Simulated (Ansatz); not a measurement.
Base system: Ta in the bcc (W type) structure (space group Im-3m, No. 229; a = 3.306 Å; relaxed with 0.1 eV smearing). Axes: x, y, z lie along the cube axes.

Calculations: DFT with r2SCAN, PAW potentials and a 500 eV plane-wave cutoff in Ansatz (a first-principles code), no SOC, earlier PAW set.

For the base:

The pressure is 0.0 GPa.

Now apply this change: compressive biaxial strain of 0.25 % in the plane normal to [111], as in epitaxy on a mismatched substrate; the out-of-plane cell vector and the atoms relax.

How does this affect the energy relative to the base and pressure?

The energy is nearly the same; the pressure (mean of the normal stresses, compression positive) goes from zero to 0.5 GPa.

Whether these cells are dynamically stable was not tested. The final runs are not spin-polarised.
